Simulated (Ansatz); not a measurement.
H on the 1x1 (100) surface of fcc Pt (the real clean face reconstructs), one in a 2x2 cell: adsorption energies (eV for each) against ½ H2(g) in Ansatz (plane waves, PAW). Structures relaxed with PBE; the other functionals are single points on them, with slab and gas at the same level. No dispersion, zero-point or thermal terms. Rows are starts at which the adsorbate stayed.

Set-up: 17 atoms, 5.8 Å thick at the start under the adsorbate (thin: gaps and levels are the slab's own); mesh 5x5x1; 0.1 eV smearing; dipole correction on; 8 atoms held, the rest relaxed; each run with such symmetry as its start has; no spin, no spin-orbit, no U, no dispersion correction.

```json
[
 {"site": "top Pt", "PBE": "-0.43", "RPBE": "-0.32", "r2SCAN": "-0.49"},
 {"site": "hollow Pt-Pt-Pt-Pt over Pt at depth 1.9 Å", "PBE": "-0.25", "RPBE": "-0.09", "r2SCAN": "-0.26"},
 {"site": "bridge Pt-Pt (span 2.8 Å)", "PBE": "-0.61", "RPBE": "-0.46", "r2SCAN": "-0.69"}
]
```

RPBE moves the energies by 0.14 eV on average against PBE and puts 'bridge Pt-Pt (span 2.8 Å)' lowest, as PBE does. r2SCAN moves the energies by -0.05 eV on average against PBE and puts 'bridge Pt-Pt (span 2.8 Å)' lowest, as PBE does.

Ansatz is a first-principles code.
